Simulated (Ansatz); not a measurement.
We consider rutile IrO2, described by PBEsol in Ansatz (plane waves, PAW).

A relaxed, unreconstructed slab of the (101) face has 36 atoms, two equal faces of 24.471 Å² each and an energy of -155013.3436 eV. A bulk cell of 12 atoms with the same orientation and in-plane k mesh has -51673.0836 eV. Energies are extrapolated to zero smearing.

Run with plane-wave cutoff 500 eV, 10×8×1 k mesh (along the axes of the cell as run), Fermi–Dirac smearing 0.05 eV, scalar-relativistic PAW data made under PBE.

Worked out: γ = (E_slab − N E_bulk per atom)/2A = [-155013.3436 − 36 × (-51673.0836/12)]/(2 × 24.471) = 0.1207 eV/Å². With 16.022 J/m² per eV/Å² this is 1.93 J/m², or 2.95 eV per surface cell and face.

Ansatz is a program for electronic structure.
